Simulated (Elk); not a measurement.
Input and output of a self-consistent single point for KCd₃ (Fm-3m, 4 atoms in the cell) (Elk)

Method of the run: Elk with PBEsol, all-electron FP-LAPW, Elk's shipped species files, default APW+lo basis.

This input was run:

```
tasks
  0

xctype
  22

rgkmax
  7.0

stype
  0

swidth
  0.00367493

scale
  10.45137339

avec
    0.0000000000    0.7071067812    0.7071067812
    0.7071067812    0.0000000000    0.7071067812
    0.7071067812    0.7071067812    0.0000000000

atoms
  2   : nspecies
  'K.in'   : spfname
  1   : natoms; atposl, bfcmt below
  0.0000000000  0.0000000000  0.0000000000    0.0 0.0 0.0
  'Cd.in'   : spfname
  3   : natoms; atposl, bfcmt below
  0.2500000000  0.2500000000  0.2500000000    0.0 0.0 0.0
  0.7500000000  0.7500000000  0.7500000000    0.0 0.0 0.0
  0.5000000000  0.5000000000  0.5000000000    0.0 0.0 0.0

ngridk
  4 4 4
```

Log, with long lists cut:

```
│ Elk code version 10.2.4 │

All units are atomic (Hartree, Bohr, etc.)

│ Ground-state run starting from atomic densities │

Lattice vectors :
   0.000000000       7.390236997       7.390236997
   7.390236997       0.000000000       7.390236997
   7.390236997       7.390236997       0.000000000

Unit cell volume      :    807.2444979
Brillouin zone volume :   0.3072801538

Muffin-tin inner radius fraction :   0.1000000000E-01

Nuclei treated as point charges

Species :    1 (K)
 parameters loaded from : K.in
 name : potassium
 nuclear charge    :   -19.00000000
 electronic charge :    19.00000000
 atomic mass :    71271.84084
 muffin-tin radius :    2.400000000
 number of radial points in muffin-tin :    497
 atomic positions (lattice), magnetic fields (Cartesian) :
   1 :   0.00000000  0.00000000  0.00000000    0.00000000  0.00000000  0.00000000

Species :    2 (Cd)
 parameters loaded from : Cd.in
 name : cadmium
 nuclear charge    :   -48.00000000
 electronic charge :    48.00000000
 atomic mass :    204912.7175
 muffin-tin radius :    2.600000000
 number of radial points in muffin-tin :    597
 atomic positions (lattice), magnetic fields (Cartesian) :
   1 :   0.25000000  0.25000000  0.25000000    0.00000000  0.00000000  0.00000000
   2 :  -0.25000000 -0.25000000 -0.25000000    0.00000000  0.00000000  0.00000000
   3 :   0.50000000  0.50000000  0.50000000    0.00000000  0.00000000  0.00000000

Total number of atoms per unit cell :    4

Spin treatment :
 spin-unpolarised

Number of Bravais lattice symmetries :   48
Number of crystal symmetries         :   48
Crystal has inversion symmetry
Real symmetric eigensolver will be used

k-point grid :      4     4     4
k-point offset :    0.000000000       0.000000000       0.000000000
k-point set is reduced with full crystal symmetry group
Total number of k-points :        8

Muffin-tin radius times maximum |G+k| :    7.000000000
 using average radius
Maximum |G+k| for APW functions       :    2.745098039
Maximum (1/2)|G+k|²                   :    3.767781622
Maximum |G| for potential and density :    12.00000000
 potential will be trimmed for |G| > 2 gkmax
Constant for pseudocharge density :    8
Radial integration step length :    4

G-vector grid sizes :     40    40    40
Number of G-vectors :    23505

Maximum angular momentum used for
 APW functions                      :    8
 outer part of muffin-tin           :    6
 inner part of muffin-tin           :    1

Total nuclear charge    :   -163.0000000
Total core charge       :    100.0000000
Total valence charge    :    63.00000000
Total excess charge     :    0.000000000
Total electronic charge :    163.0000000

Effective Wigner radius, rₛ :    1.057408896

Number of empty states         :   16
Total number of valence states :   48
Total number of core states    :  100

Total number of local-orbitals :   59

Exchange-correlation functional :     22     0     0
 PBEsol, Phys. Rev. Lett. 100, 136406 (2008)
 gradient requirement :    1
 generalised gradient approximation (GGA)

Smearing type :    0
 Gaussian
Smearing width :   0.3674930000E-02
Effective electronic temperature (K) :    1160.451112

Mixing type :    3
 Broyden mixing, J. Phys. A: Math. Gen. 17, L317 (1984)

Kohn-Sham potential initialised from atomic data

│ Self-consistent loop started │
│ Loop number : 1 │
 total energy                :     -17378.2514090
│ Loop number : 2 │
 total energy                :     -17378.5340992
RMS change in Kohn-Sham potential (target) :   0.1883061731     (  0.1000000000E-05)
Absolute change in total energy (target)   :   0.2826902216     (  0.1000000000E-03)
│ Loop number : 3 │
 total energy                :     -17378.6261624
RMS change in Kohn-Sham potential (target) :   0.1826943561     (  0.1000000000E-05)
Absolute change in total energy (target)   :   0.1627357783     (  0.1000000000E-03)
│ Loop number : 4 │
 total energy                :     -17380.0191392
RMS change in Kohn-Sham potential (target) :   0.8969827404E-01 (  0.1000000000E-05)
Absolute change in total energy (target)   :    1.433660729     (  0.1000000000E-03)
│ Loop number : 5 │
 total energy                :     -17381.0455334
RMS change in Kohn-Sham potential (target) :   0.2901942951E-01 (  0.1000000000E-05)
Absolute change in total energy (target)   :    1.384809349     (  0.1000000000E-03)
│ Loop number : 6 │
 total energy                :     -17381.5623146
RMS change in Kohn-Sham potential (target) :   0.7014825121E-02 (  0.1000000000E-05)
Absolute change in total energy (target)   :   0.8629835188     (  0.1000000000E-03)
│ Loop number : 7 │
 total energy                :     -17381.7326097
RMS change in Kohn-Sham potential (target) :   0.3645762379E-03 (  0.1000000000E-05)
Absolute change in total energy (target)   :   0.3860409959     (  0.1000000000E-03)
│ Loop number : 8 │
 total energy                :     -17381.7468634
RMS change in Kohn-Sham potential (target) :   0.1703163750E-03 (  0.1000000000E-05)
Absolute change in total energy (target)   :   0.1107639401     (  0.1000000000E-03)
│ Loop number : 9 │
 total energy                :     -17381.7423647
RMS change in Kohn-Sham potential (target) :   0.6545979782E-04 (  0.1000000000E-05)
Absolute change in total energy (target)   :   0.2319230695E-01 (  0.1000000000E-03)
│ Loop number : 10 │
 total energy                :     -17381.7393225
RMS change in Kohn-Sham potential (target) :   0.9803363376E-05 (  0.1000000000E-05)
Absolute change in total energy (target)   :   0.2755864174E-02 (  0.1000000000E-03)
│ Loop number : 11 │
 total energy                :     -17381.7386333
RMS change in Kohn-Sham potential (target) :   0.2595142527E-05 (  0.1000000000E-05)
Absolute change in total energy (target)   :   0.1876360329E-06 (  0.1000000000E-03)
│ Loop number : 12 │
 total energy                :     -17381.7383473
RMS change in Kohn-Sham potential (target) :   0.5077018009E-06 (  0.1000000000E-05)
Absolute change in total energy (target)   :   0.2861092362E-03 (  0.1000000000E-03)
│ Loop number : 13 │
 total energy                :     -17381.7383099
RMS change in Kohn-Sham potential (target) :   0.1483206156E-06 (  0.1000000000E-05)
Absolute change in total energy (target)   :   0.1088792233E-03 (  0.1000000000E-03)
│ Loop number : 14 │
 total energy                :     -17381.7383055
RMS change in Kohn-Sham potential (target) :   0.3756909353E-07 (  0.1000000000E-05)
Absolute change in total energy (target)   :   0.3159066546E-04 (  0.1000000000E-03)
Convergence targets achieved

│ Loop number : 15 │

Energies :
 Fermi                       :     0.121406186408
 sum of eigenvalues          :     -10435.3858507
 electron kinetic            :      18196.3222752
 core electron kinetic       :      17604.3203587
 Coulomb                     :     -35089.0328417
 Coulomb potential           :     -27989.2992497
 nuclear-nuclear             :     -1464.32565058
 electron-nuclear            :     -39260.1151325
 Hartree                     :      5635.40794138
 Madelung                    :     -21094.3832168
 xc potential                :     -642.408876133
 exchange                    :     -479.528215522
 correlation                 :     -9.49951965328
 total energy                :     -17381.7383017

Density of states at Fermi energy :    103.3280943
 (states/Hartree/unit cell)

Estimated indirect band gap :   0.4401070324E-02
 from k-point      5 to k-point      4
Estimated direct band gap   :   0.1522028657E-01
 at k-point      5

Charges :
 core                        :    100.0000000
 valence                     :    63.00000000
 interstitial                :    5.794979861
 muffin-tins (core leakage)
  species :    1 (K)
   atom    1                 :    17.61560815     (  0.1158957073E-06)
  species :    2 (Cd)
   atom    1                 :    46.53932498     (  0.2463166380E-03)
   atom    2                 :    46.53932498     (  0.2463166380E-03)
   atom    3                 :    46.51076203     (  0.2449368766E-03)
 total in muffin-tins        :    157.2050201
 total calculated charge     :    163.0033208
 total charge                :    163.0000000
 error                       :   0.3320812768E-02

│ Self-consistent loop stopped │
```

The run converged in 15 iterations. The count includes the last loop, which Elk runs after its targets are met.

The starting cell comes from a database of computed structures (which also holds hypothetical and non-ambient phases and stackings), without a prior relaxation at this level. Values depend on the basis (sphere radii, cutoffs, local orbitals), which need not be converged. The log's line on a gap gives a spacing of levels on this mesh, which the program prints for metals too.
